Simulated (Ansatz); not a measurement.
# Pt, response to strain

The parent structure is Pt in the fcc (Cu type) structure (space group Fm-3m, No. 225; a = 3.895 Å; relaxed with 0.1 eV smearing). Axes: x, y, z lie along the cube axes.

Strains are applied to the cell and any free atomic positions relax; under biaxial strain the out-of-plane vector relaxes too.

The values are results of LDA (Ansatz, a first-principles code; PAW; 420 eV plane waves; no spin-orbit coupling), not measurements.

Notes on the quantities. energy relative to the base: free energy F.

| biaxial strain, plane normal [111], relaxed out of plane (%) | energy relative to the base (meV/atom) |
|---|---|
| 0 | 0.0 |
| 0.42 | 0.6 |
| 0.83 | 2.4 |
| 1.25 | ? |
| 1.67 | 9.4 |
| 2.08 | 14.3 |
| 2.5 | 20.4 |

Question: Fit ΔE = Aε² + Bε³ (ε in %) to the rows shown and predict the withheld row.

Answer: Least squares on the printed values gives A = 3.56 and B = -0.12 meV/atom (largest residual 0.0 meV/atom); this predicts 5.3 meV/atom, and the run gives 5.3 meV/atom, in agreement.

Whether these cells are dynamically stable was not tested. The final runs are not spin-polarised. Pt lies near a magnetic instability that expansion can trigger; it was not tested.
